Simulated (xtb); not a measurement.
xtb 6.7.1, GFN1-xTB: C[Si](C)(C)O[SiH2][O][Ge]([CH3])([CH3])[CH3], 31 atoms. The geometry is a generated start, not checked to be a minimum at this level.

* **method**: GFN1-xTB
* **--acc**: 1 (default)
* **--etemp (K)**: 300 (default)
* **detailed input (--input)**: none: ANC optimiser, Lindh (1995) Hessian, microcycle=20, maxdispl=1.0, hlow=0.01 (default)
* **basis functions**: 102
* **valence electrons**: 68

The structure is relaxed from this start with --opt LEVEL for the levels crude, sloppy, loose, lax, normal, tight, vtight, extreme, once each. Up to the end of the extreme run atoms move by at most 1.7 Å along an axis.

Q: Choose the cheapest level whose final energy lies within 1 meV of that of extreme.

A: lax: 44 cycles against 68, ending 0.77 meV above.

| level | cycles | energy above the extreme run (meV) | gradient norm (eV/Å) |
|---|---|---|---|
| crude | 10 | 120 | 0.36 |
| sloppy | 23 | 28 | 0.12 |
| loose | 30 | 14 | 0.16 |
| lax | 44 | 0.77 | 0.026 |
| normal | 47 | 0.29 | 0.022 |
| tight | 53 | 0.10 | 0.0078 |
| vtight | 66 | under 0.01 | 0.0016 |
| extreme | 68 | — | 0.0012 |
